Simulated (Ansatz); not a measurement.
The reference is GaS in the beta-GaS type structure (space group P6_3/mmc, No. 194; layered, stacked along the Cartesian z axis).

```yaml
crystal:
  lattice:
    - [3.53420, 0.00000, 0.00000]
    - [-1.76710, 3.06071, 0.00000]
    - [0.00000, 0.00000, 15.03891]
  atoms:
    - { symbol: Ga, position: [0.33333, 0.66667, 0.66956] }
    - { symbol: Ga, position: [0.66667, 0.33333, 0.16956] }
    - { symbol: Ga, position: [0.66667, 0.33333, 0.33044] }
    - { symbol: Ga, position: [0.33333, 0.66667, 0.83044] }
    - { symbol: S, position: [0.33333, 0.66667, 0.09695] }
    - { symbol: S, position: [0.66667, 0.33333, 0.59695] }
    - { symbol: S, position: [0.66667, 0.33333, 0.90305] }
    - { symbol: S, position: [0.33333, 0.66667, 0.40305] }
```

Cartesian axes are those of the cell as printed.

The values are results of PBEsol-D3(BJ) (Ansatz, an electronic-structure program; PAW; 420 eV plane waves; without spin-orbit coupling), not measurements.

Strains are applied to the cell and any free atomic positions relax; under biaxial strain the out-of-plane vector relaxes too.

One change was made to it. Results:

| quantity | base | after |
|---|---|---|
| valence-band top at Γ (three highest levels, from the VBM) | 0.00, -1.45, -1.45 eV | 0.00, -1.41, -1.41 eV |
| width of the top valence band | 2.17 eV | 2.22 eV |
| band gap | 1.29 eV | 1.26 eV |

What was done to the base?
A) uniaxial strain ε_zz = +5.02 %
B) isotropic strain −2.72 %
C) isotropic strain −0.65 %
D) biaxial strain −2.89 %, plane normal [001], relaxed out of plane
E) biaxial strain −2.05 %, plane normal [001], relaxed out of plane

C, isotropic strain −0.65 %. For comparison, the band gap in the other runs: isotropic strain −2.72 % gives 0.94 eV; biaxial strain −2.89 %, plane normal [001], relaxed out of plane gives 1.38 eV; biaxial strain −2.05 %, plane normal [001], relaxed out of plane gives 1.37 eV; uniaxial strain ε_zz = +5.02 % gives 1.68 eV.

Stability against distortions was not tested.
